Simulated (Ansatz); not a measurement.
A computed series for Na: thickness series

The parent structure is Na in the bcc (W type) structure (space group Im-3m, No. 229).

```
Na
1.0
   -2.11164     2.11164     2.11164
    2.11164    -2.11164     2.11164
    2.11164     2.11164    -2.11164
Na
1
Direct
  0.00000   0.00000   0.00000
```

Cartesian axes are those of the cell as printed.

Free-standing slabs (1 atom(s) a layer) normal to [110] with 15 Å of vacuum; in-plane cell held at bulk.

Computed with r2SCAN (Ansatz, a quantum-chemistry and plane-wave program), no spin-orbit coupling.

Candidates:
(a) 5 layers
(b) 4 layers
(c) 2 layers

For the base:

The shortest interatomic distance is 6.912 bohr.

Problem. Order them by shortest interatomic distance, lowest first.

Solution. (a) 5 layers (6.808 bohr), (b) 4 layers (6.820 bohr), (c) 2 layers (6.844 bohr)

Stability against distortions was not tested.
